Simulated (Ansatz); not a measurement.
Start from Hf in the hcp (Mg type) structure (space group P6_3/mmc, No. 194; relaxed with 0.1 eV smearing).

```
CELL_PARAMETERS angstrom
      3.15810     0.00000     0.00000
     -1.57905     2.73500     0.00000
      0.00000     0.00000     5.00450
ATOMIC_POSITIONS crystal
  Hf 0.66667 0.33333 0.75000
  Hf 0.33333 0.66667 0.25000
```

Cartesian axes are those of the cell as printed.

Calculations: PBEsol in Ansatz (plane waves to 420 eV, PAW, scalar-relativistic without spin-orbit coupling).

For the base:

The shortest interatomic distance is 3.096 Å and the pressure is 0.0 GPa.

Modification: a pure shear with ε_xz = ε_zx = 0.0171; the atoms relax in the strained cell.

Problem. What happens to the shortest interatomic distance, energy relative to the base and pressure?

Solution. The shortest interatomic distance shrinks by 0.042 Å (3.096 Å → 3.054 Å); the energy goes up by 3.8 meV/atom; the pressure (mean of the normal stresses, compression positive) stays 0.0 GPa.

No phonon test of stability was made. All final runs are without spin polarisation.

Ansatz is an electronic-structure program.
